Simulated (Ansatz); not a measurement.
The parent structure is Ag in the fcc (Cu type) structure (space group Fm-3m, No. 225; a = 4.104 Å; relaxed with 0.1 eV smearing).

Computed with Ansatz (an electronic-structure program) r2SCAN, spin-orbit coupling left out.

Strains are applied to the cell and any free atomic positions relax.

One change was made to it. Results:

The energy goes up by 5.2 meV/atom; the pressure goes from zero to 3.4 GPa.

**Question.** Which of these changes matches the shifts?
A. isotropic strain −1.00 %
B. isotropic strain −3.00 %
C. isotropic strain −1.50 %

**Answer.** A, isotropic strain −1.00 %. For comparison, the energy relative to the base in the other runs: isotropic strain −3.00 % gives +52 meV/atom; isotropic strain −1.50 % gives +12 meV/atom.

Stability against distortions was not tested.
